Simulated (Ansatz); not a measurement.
Cost and result by functional for the adsorption energy of Cl on the 1x1 (111) surface of fcc Pd, one in a 2x2 cell, started at the site 'bridge Pd-Pd (span 2.8 Å)', in Ansatz (plane waves, PAW). Single points on the PBE structure, on one kind of machine; costs are rough ratios of the slab run's core time (references not counted) to the cheapest single point. r2SCAN's cost holds its higher cutoff (500 against 420 eV). Differences are taken against r2SCAN for comparison alone: no measured value is at hand, so the table doesn't rank accuracy.

Set-up: 17 atoms, 6.8 Å thick at the start under the adsorbate (thin: gaps and levels are the slab's own); mesh 6x6x1; 0.1 eV smearing; dipole correction on; 8 atoms held, the rest relaxed; symmetry of the start imposed; no spin, no spin-orbit, no U, no dispersion correction. At the end it is bonded to 3 Pd. In PBE it is, or lies within 0.03 eV of, the lowest of the starts that converged. These notes are the PBE run's. Adsorption energies are against ½ Cl2(g). A negative adsorption energy means that the adsorbate is more stable on the surface than in its reference.

| functional | relative cost | adsorption energy (eV) | less r2SCAN (eV) |
|---|---|---|---|
| RPBE | 1 | -1.37 | 0.68 |
| r2SCAN | 3 | -2.05 | 0.00 |
| PBE (the relaxed run's value) | – | -1.65 | 0.40 |

The values span 0.68 eV, while the single points' costs differ by a factor of roughly 3. Differences are of unrounded values.

Ansatz is a program for electronic structure.
